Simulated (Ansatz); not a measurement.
## How far PBE and r2SCAN part for MgF2, isotropic strain −5.62 %

The reference is MgF₂ in the rutile structure (space group P4_2/mnm, No. 136; a = 4.698 Å, c = 3.093 Å).

(Cell as relaxed with PBE.)

Levels (all Ansatz, a quantum-chemistry and plane-wave program, PAW): PBE (420 eV, no spin-orbit coupling); r2SCAN (500 eV, no SOC).

Each level relaxes its own structure.

```
base                      PBE    r2SCAN
-------------------  --------  --------
volume per atom      11.38 Å³  10.85 Å³
lattice parameter a   4.698 Å   4.622 Å
band gap              6.83 eV   8.07 eV
```

It is then changed as follows: every lattice vector is shortened by 5.62 %, atoms relaxed at fixed cell.

| quantity | PBE | r2SCAN |
|---|---|---|
| valence-band top at Γ (three highest levels, from the VBM) | 0.00, -0.35, -0.35 eV | 0.00, -0.35, -0.35 eV |
| energy relative to the base (free energy F) | +113 meV/atom | +123 meV/atom |
| shift of the gap caused by the change | +1.24 eV | +1.33 eV |

PBE's energy relative to the base lies 10 meV/atom below r2SCAN's; PBE's shift of the gap caused by the change lies 0.09 eV below r2SCAN's; the two agree on the valence-band top at Γ. Neither level is exact; r2SCAN is the comparison here, not a measurement.

Stability against distortions was not tested.
